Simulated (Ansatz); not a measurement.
**Te (model structure, started from the diamond type, Fd-3m, No. 227, 2 atoms in the cell): bulk modulus by level of theory**

No measured value is used here.

### Question
Put these levels in order of the bulk modulus that they give for Te (model structure, started from the diamond type, Fd-3m, No. 227, 2 atoms in the cell), smallest first: LDA (Ansatz, a first-principles code), PBE (Ansatz), PBEsol (Ansatz), r²SCAN (Ansatz).

### Answer
PBE (26.6 GPa), r²SCAN (28.5 GPa), PBEsol (30.3 GPa), LDA (32.5 GPa)

Unless a cell is named, each level is at its own relaxed cell (LDA 42.89, PBE 46.37, PBEsol 43.96, r²SCAN 45.62 Å³/atom).

PBEsol, r²SCAN, LDA, PBE: the bulk modulus is −V dP/dV from two relaxed cells at ±2 % in volume. Each level is taken at its own relaxed cell. Cutoffs differ between the levels. Ansatz's density-functional and Hartree–Fock values are scalar-relativistic unless marked +SOC, with PAW data made under PBE.

A model structure was made by putting elements into a prototype or built by hand; it is no filed structure, need not be a known phase, and can be a saddle point held by its symmetry.
